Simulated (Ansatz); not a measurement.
**K in the bcc (W type) structure (space group Im-3m, No. 229)**

Space group Im-3m (No. 229); a = b = c = 5.3441 Å, α = β = γ = 90.00°

```json
[
 {"atom": "K", "site": "2a", "symmetry": "m-3m", "x": "0.0000", "y": "0.0000", "z": "0.0000"}
]
```
(The calculation used a cell of 1 atom; values per cell refer to that cell.)

Method: r2SCAN (Ansatz, an electronic-structure program), no SOC. Γ-centred 12×12×12 mesh, Fermi–Dirac width 0.05 eV.

The volume per atom is 76.31 Å³ and the density is 0.85 g/cm³. The band gap comes out as zero and the total energy is -1542.478 eV/atom (σ→0; compares only within this code and set-up).

Stability against distortions was not tested.
